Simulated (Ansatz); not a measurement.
The parent structure is InP in the zinc blende structure (space group F-43m, No. 216; a = 5.907 Å). Axes: x, y, z lie along the cube axes.

One thing is altered: uniaxial strain ε_xx = −3.90 %, all other strain components held at zero, atoms relaxed at fixed cell.

Levels (all Ansatz, an electronic-structure program, PAW): r2SCAN (500 eV, no SOC); HSE06+SOC (420 eV, noncollinear with spin-orbit coupling).

The geometry is relaxed with r2SCAN.

r2SCAN valence-band top at Γ: 0.00, -0.19, -0.19 eV
r2SCAN lowest conduction level above the VBM at special points: Γ 1.13 eV; M 1.71 eV; N 1.75 eV

Question: Predict the valence-band top at Γ and lowest conduction level above the VBM at special points from HSE06+SOC.

Answer: The valence-band top at Γ (three highest Kramers pairs, from the VBM) goes from 0.00, -0.19, -0.19 eV to 0.00, -0.16, -0.26 eV; the lowest conduction level above the VBM at special points changes from Γ 1.13 eV; M 1.71 eV; N 1.75 eV to Γ 1.46 eV; M 2.06 eV; N 2.14 eV.

Single points use the geometry relaxed with r2SCAN. The spin-orbit shifts are approximate. The levels and masses belong to the bands next to the band gap. Stability against distortions was not tested. k-point labels follow each cell's own Brillouin zone.
